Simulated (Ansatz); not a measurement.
Consider the following.

```yaml
crystal:
  lattice:
    - [3.28803, 0.00000, 0.00000]
    - [0.00000, 3.28803, 0.00000]
    - [1.64401, -1.64401, 2.24516]
  atoms:
    - { symbol: B, position: [0.00000, 0.00000, 0.00000] }
    - { symbol: P, position: [0.75000, 0.75000, 0.50000] }
```

No spin polarisation.

Method: Kohn–Sham DFT with the r2SCAN functional, run in Ansatz (a first-principles code) with PAW and 500 eV plane waves, no SOC. Settings: 12×12×12 k-points, 0.05 eV Fermi–Dirac smearing.

Task: Predict the in-plane stress, valence-band top at Γ, smallest direct gap and electron mass.

Result: 
- Mean in-plane stress (compression positive) = -9.3 GPa
- Valence-band top at Γ (three highest levels, from the VBM) = 0.00, -0.34, -0.34 eV
- Smallest direct gap = 3.18 eV
- Electron mass = 1.1 mₑ along k, 0.22 mₑ across (off the special points)

The cells carry an imposed strain or load. Masses are band curvatures over ±0.01 Å⁻¹ around the edge. Along k means along the line from Γ to the band edge. Stability against distortions was not tested. The cell was made from BP in the zinc blende structure (space group F-43m, No. 216) by this change: biaxial strain +2.50 %, plane normal [001], relaxed out of plane.
